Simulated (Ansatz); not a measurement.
We consider CsCl-type RuAl, described by PBEsol (PAW; Ansatz, a first-principles code).

Settings: plane-wave cutoff 520 eV, 18×18×18 k mesh, Fermi–Dirac smearing 0.05 eV, no spin polarisation, scalar-relativistic PAW data made under PBE.

Equation-of-state points:

```json
[
 {"V (Å³/atom)": "12.388", "E − E_lowest (meV/atom)": "36.34"},
 {"V (Å³/atom)": "12.651", "E − E_lowest (meV/atom)": "15.56"},
 {"V (Å³/atom)": "12.915", "E − E_lowest (meV/atom)": "3.75"},
 {"V (Å³/atom)": "13.179", "E − E_lowest (meV/atom)": "0.00"},
 {"V (Å³/atom)": "13.442", "E − E_lowest (meV/atom)": "3.48"},
 {"V (Å³/atom)": "13.706", "E − E_lowest (meV/atom)": "13.44"},
 {"V (Å³/atom)": "13.969", "E − E_lowest (meV/atom)": "29.24"}
]
```

**Question.** What bulk modulus B0 and pressure derivative B′ does a third-order Birch–Murnaghan fit give?

**Answer.** V0 = 13.179 Å³/atom, B0 = 219 GPa, B′ = 4.4 (fit to the energies at full precision).
